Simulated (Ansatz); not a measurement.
Consider a N ion moving along [001] in Si (Fd-3m), on the centre line of the channel, 1.37 Å from the nearest row of atoms, at 0.3 atomic units of velocity (31.3 keV). The periodic cell holds 64 host atoms, 10.9 × 10.9 Å across the path and 10.9 Å along it, and uses an absorbing far layer at Γ.

**Question.** What electronic stopping power does real-time TDDFT give (PBE in Ansatz, a quantum-chemistry and plane-wave program, adiabatic)?

**Answer.** 12 eV/Å, or 120 eV/nm. Host atoms are fixed, cores are frozen and nuclear stopping is left out; the value is of this one path, not of a random one. The dependence on the size of the cell was not tested for this case.
